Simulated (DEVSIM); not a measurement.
System: abrupt Si p-n junction, at 400 K.

Layer 1 from the left is Si, thickness (μm) 2.60, Na (cm⁻³) 2.6e18, τn (s) 1.6e-5, τp (s) 1.6e-5. Layer 2 from the left is Si, thickness (μm) 60.0, Nd (cm⁻³) 3.8e16, τn (s) 1.6e-5, τp (s) 4.8e-5.

Left contact: ohmic. Right contact: ohmic. Voltage is applied to the left contact. Recombination: SRH at mid-gap, radiative, Auger. Mobility is μmin + (μ − μmin)/(1 + (N/Nref)^α).

This is a model device: material constants are rounded textbook-type values typed into the input, and sizes, dopings and lifetimes were drawn at random. Values at 300 K; Nc and Nv go as T^1.5, mobilities as T to minus their exponent, the gap by Varshni's rule with the affinity fixed.

Si: gap (eV) 1.124, affinity (eV) 4.05, permittivity 11.7, Nc (cm⁻³) 2.86e19, Nv (cm⁻³) 3.1e19, μn (cm²/Vs) 1417, μp (cm²/Vs) 470, μn,min 52, μp,min 45, Nref,n 9.7e16, Nref,p 2.2e17, αn 0.68, αp 0.72, T exponent of μn 2.3, T exponent of μp 2.2, B (cm³/s) 4.7e-15, Cn (cm⁶/s) 2.8e-31, Cp (cm⁶/s) 9.9e-32, Varshni α (eV/K) 0.000473, Varshni β (K) 636.

Question: Estimate by hand the built-in potential, the peak field at zero bias, the capacitance at -1.5 V, and compare with a numerical solution.

Answer: 
- Built-in potential: ni = √(Nc Nv) exp(−Eg/2kT) = 5.68e12 cm⁻³ with Eg = 1.096 eV; Vbi = kT/q ln(Na Nd/ni²) = 0.753 V; numerical 0.753 V.
- Peak field at zero bias: depletion approximation: W = √(2εVbi/(qN)) = 0.161 μm with N = 3.75e16 cm⁻³; field = 2Vbi/W = 93400 V/cm; numerical 125000 V/cm (estimate below by 25 %).
- Capacitance at -1.5 V: C = √(qεN / 2(Vbi + |V|)) = 37.1 nF/cm²; numerical 37.8 nF/cm² (estimate below by 1.8 %).

DEVSIM, 1D drift-diffusion, Boltzmann statistics, complete ionisation; no tunnelling, impact ionisation, image-force lowering or self-heating.
